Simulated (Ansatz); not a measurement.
**Hypothetical P6_3/mmc AlRu2C, response to strain**

Consider AlRu2C (space group P6_3/mmc, No. 194; a = 2.8649 Å, c = 13.3209 Å; a hypothetical phase, not in the database extracts checked). Axes: x lies along a and z along c of the hexagonal cell.

Strains are applied to the cell and any free atomic positions relax; under biaxial strain the out-of-plane vector relaxes too.

Calculations: PBEsol in Ansatz (plane waves to 420 eV, PAW, no spin-orbit coupling).

Notes on the quantities. pressure: mean of the normal stresses, compression positive; energy relative to the base: free energy F.

```csv
case,volume per atom,pressure,energy relative to the base
base,11.84 Å³,0.0 GPa,0 meV/atom
"biaxial strain +3.39 %, plane normal [001], relaxed out of plane",12.22 Å³,-2.3 GPa,–
uniaxial strain ε_yy = +0.42 %,11.89 Å³,-0.9 GPa,+0.2 meV/atom
uniaxial strain ε_zz = −2.16 %,11.58 Å³,6.5 GPa,+8.1 meV/atom
tensor shear ε_yz = −1.09 %,11.83 Å³,0.1 GPa,+1.2 meV/atom
```

Without a gap, meshes like the base's 19×19×4 leave anisotropic stresses uncertain by several tenths of a GPa, and small strain energies with them. No phonon test of stability was made. The final runs are not spin-polarised. AlRu2C has a high density of states at the Fermi level and may be magnetic at this level.

Ansatz is an electronic-structure program.
